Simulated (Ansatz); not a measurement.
B20 (FeSi-type) MnSi: PBE at its full settings (plane-wave cutoff 520 eV, 12×12×12 k mesh, Fermi–Dirac smearing 0.05 eV, spin-polarised with parallel moments, scalar-relativistic PAW data made under PBE) and at cheaper ones, in a cell of 8 atoms with Γ-centred meshes.

| level and setting | lattice constant a (Å) | bulk modulus B0 (GPa) |
|---|---|---|
| PBE (Ansatz) | 4.518 | 206 |
| PBE (300 eV cutoff) (Ansatz) | 4.521 | 208 |
| PBE (Γ point alone) (Ansatz) | 4.549 | 197 |
| PBE (2×2×2 k mesh) (Ansatz) | 4.514 | 197 |
| PBE (4×4×4 k mesh) (Ansatz) | 4.518 | 208 |
| PBE (6×6×6 k mesh) (Ansatz) | 4.518 | 205 |

Largest shifts from the full settings: lattice constant a +0.69 % (PBE (Γ point alone)), against a difference of -0.92 % of the full result from the reference 4.560 Å (measured, temperature not stated, not corrected to a static lattice; as tabulated in Wikipedia's data pages); bulk modulus -4.4 % (PBE (2×2×2 k mesh)), against a difference of +23 % of the full result from the reference 167 GPa (measured, room temperature, not corrected to a static lattice; as tabulated in Study of the compressibility of FeSi, MnSi, and CoS2 (JETP Letters), abstract).

The full settings aren't shown to be converged themselves.

Ansatz's density-functional and Hartree–Fock values are scalar-relativistic unless marked +SOC, with PAW data made under PBE.

Run with cheap settings on purpose, which may leave them unconverged: PBE (2×2×2 k mesh), PBE (300 eV cutoff), PBE (4×4×4 k mesh), PBE (6×6×6 k mesh), PBE (Γ point alone).

Ansatz is a first-principles code.
